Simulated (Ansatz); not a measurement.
A15 Mo3Si, relaxed in Ansatz (plane waves) with several semilocal functionals. Each gives its own volume and its own bulk modulus:

| level | V0 (Å³/atom) | bulk modulus B0 (GPa) | ln V0 | ln B0 |
|---|---|---|---|---|
| LDA | 14.116 | 278.7 | 2.6473 | 5.6301 |
| PBEsol | 14.357 | 267.7 | 2.6642 | 5.5899 |
| PBE-D4 | 14.405 | 264.3 | 2.6676 | 5.5771 |
| r²SCAN | 14.565 | 264.4 | 2.6786 | 5.5775 |
| revPBE | 14.899 | 241.7 | 2.7013 | 5.4877 |
| BLYP | 15.367 | 219.6 | 2.7322 | 5.3918 |

Task: Fit a straight line to ln B0 against ln V0. What does it predict for r²SCAN+rVV10, whose volume is 14.479 Å³/atom?

Result: With x = ln V0 and y = ln B0: means 2.68187 and 5.54235; Σ(Δx Δy) = -0.01312, Σ(Δx²) = 0.004632, so the slope is -2.83. At x = 2.6727 the line gives y = 5.54235 + (-2.83) × (2.6727 − 2.68187) = 5.5683, or 262.0 GPa. The run with r²SCAN+rVV10 gives 269.3 GPa, +2.8 % from the line. The rows used scatter about it by up to 2.6 %, while the largest value lies 27 % above the smallest.

Ansatz's density-functional and Hartree–Fock values are scalar-relativistic unless marked +SOC, with PAW data made under PBE.

Ansatz is a program for electronic structure.
